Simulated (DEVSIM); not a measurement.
Structure: Al0.3Ga0.7As/GaAs p-n heterojunction, at 300 K.

Layer 1 from the left is Al0.3Ga0.7As, thickness (μm) 0.490, Na (cm⁻³) 1.1e17, τn (s) 2.1e-8, τp (s) 2.1e-8. Layer 2 from the left is GaAs, thickness (μm) 3.10, Nd (cm⁻³) 4.1e15, τn (s) 2.1e-8, τp (s) 2.1e-8.

Left contact: ohmic. Right contact: ohmic. Voltage is applied to the left contact. Recombination: SRH at mid-gap. Mobility is constant in doping.

The device is made up for the run: typed textbook-type constants, with dimensions and the other settings drawn at random. Values at 300 K.

Al0.3Ga0.7As: gap (eV) 1.7981, affinity (eV) 3.833, permittivity 12.05, Nc (cm⁻³) 6.96e17, Nv (cm⁻³) 9e18, μn (cm²/Vs) 3880, μp (cm²/Vs) 197. GaAs: gap (eV) 1.424, affinity (eV) 4.07, permittivity 12.9, Nc (cm⁻³) 4.7e17, Nv (cm⁻³) 9e18, μn (cm²/Vs) 8500, μp (cm²/Vs) 400.

Simulated with DEVSIM: 1D drift-diffusion, Boltzmann statistics, complete ionisation; no tunnelling, impact ionisation, image-force lowering or self-heating. Band offsets follow the typed affinities; no thermionic-emission limit at abrupt steps, no polarisation charge.

Question: What does the simulation give for the dark forward voltage at 100 A/cm², the largest field in the device at zero bias, the dark forward voltage at 1 A/cm²?

Answer: dark forward voltage at 100 A/cm² 1.167 V; largest field in the device at zero bias 56000 V/cm; dark forward voltage at 1 A/cm² 1.018 V.
